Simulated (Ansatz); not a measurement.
## A short convergence ladder for SiO₂ (I-42d, 6 atoms in the cell)

```xyz
6
Lattice="-2.4699 2.4699 3.6447 2.4699 -2.4699 3.6447 2.4699 2.4699 -3.6447" Properties=species:S:1:pos:R:3 pbc="T T T"
Si     0.0000     0.0000     0.0000
Si     0.0000     2.4699     1.8224
O      0.4781     1.2349     0.9112
O     -1.2349     1.9917     2.7335
O     -0.4781     3.7048     0.9112
O      1.2349     2.9480     2.7335
```

Base method: LDA (PW92), default PAW files made with PBE (plane waves; Ansatz, an electronic-structure program).

Base settings: basis.ecutwfc = 420 eV; kpoints.mp_grid.grid = 7 7 7; hamiltonian.xc = lda; hamiltonian.pseudopotentials = {kind: paw} (the program's default PAW files); scf.occupations.method = fixed.

**Zone-centre phonons against the cutoff**

In this ladder: phonons.method = dfpt; phonons.dielectric = true; phonons.rigid_motions = translations.

The mesh stays at the base's, so the ladder's end is converged at best in this setting alone.

Frequencies are those of the unrelaxed cell, without the LO-TO term of polar crystals.

Only quantities that move along the ladder and can be compared are tabulated.

ε∞ and Born charges come from denser meshes that the program picks itself.

```csv
basis.ecutwfc,highest zone-centre frequency (cm⁻¹),lowest optical frequency (cm⁻¹),mean ε∞
210 eV,971.0,8.7,2.310
295 eV,1136.2,134.5,2.242
355 eV,1121.2,132.7,2.241
420 eV,1123.2,133.0,2.241
505 eV,1123.2,132.8,2.241
```

Coarsest basis.ecutwfc that holds the highest zone-centre frequency within 1 cm⁻¹ of the last step, with all finer ones: 420 eV; the step before is off by 2.0 cm⁻¹.

Coarsest basis.ecutwfc that holds the mean ε∞ within 0.02 of the last step, with all finer ones: 295 eV; the step before is off by 0.069.

Coarsest basis.ecutwfc that holds the lowest optical frequency within 5 cm⁻¹ of the last step, with all finer ones: 295 eV; the step before is off by 120 cm⁻¹.

On the base run: the starting cell comes from a database of computed structures (which also holds hypothetical and non-ambient phases and stackings), without a prior relaxation at this level. Its lattice was rescaled by up to half a per cent.

Keys are those of Ansatz 0.2.
